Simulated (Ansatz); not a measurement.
## Effect of pressure 0.7 GPa on LiNbO3

Consider LiNbO₃ (space group R3c, No. 161; a = 5.0675 Å, c = 13.6873 Å (hexagonal axes)).

It is then changed as follows: cell and atoms relaxed at a pressure of 0.7 GPa.

Level of theory: Ansatz (a quantum-chemistry and plane-wave program) LDA, spin-orbit coupling left out. k-mesh 8×8×8 (Γ-centred); smearing 0.05 eV (Fermi–Dirac).

| quantity | base | changed | shift |
|---|---|---|---|
| density | 4.84 g/cm³ | 4.87 g/cm³ | +0.03 g/cm³ |
| lattice parameter a | 5.067 Å | 5.057 Å | -0.010 Å |
| c/a ratio | 2.701 | 2.702 | +0.001 |
| shortest interatomic distance | 1.880 Å | 1.879 Å | -0.001 Å |
| enthalpy H = E + PV relative to the base's energy | – | +0.04 eV/atom | – |
| band gap (an upper bound: an edge found on the path is not a true extremum; both cells) | 3.50 eV | 3.52 eV | +0.013 eV |

Final structure:

```xyz
10
Lattice="2.5287 1.4600 4.5558 -2.5287 1.4600 4.5558 0.0000 -2.9199 4.5558" Properties=species:S:1:pos:R:3 pbc="T T T"
Li     0.0000     0.0000     3.8445
Li     0.0000     0.0000    10.6783
Nb     0.0000     0.0000    13.6332
Nb     0.0000     0.0000     6.7994
O     -0.6633    -1.4048     5.4138
O      1.5482     0.1279     5.4138
O     -0.8849     1.2768     5.4138
O     -1.6438    -0.1831     7.6918
O      0.6633     1.5151     7.6918
O      0.9805    -1.3320     7.6918
```

Load acts through the strain it causes; cell and atoms are relaxed under it. Whether these cells are dynamically stable was not tested.
